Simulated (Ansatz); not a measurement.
## Al2(SO4)3 (R-3, No. 148)

Computed with r²SCAN+rVV10 (plane waves, PAW; Ansatz, a quantum-chemistry and plane-wave program).

Numerical settings: plane-wave cutoff 560 eV, 6×6×6 k mesh, Fermi–Dirac smearing 0.01 eV, scalar-relativistic PAW data made under PBE.

Cell: relaxed at this level.

band gap: 7.21 eV (on the SCF k mesh)
equilibrium lattice constant a: 7.979 Å
c axis length: 21.398 Å

Note: the relaxation could not lower the start's symmetry, so the cell can be a saddle point above a distorted one.
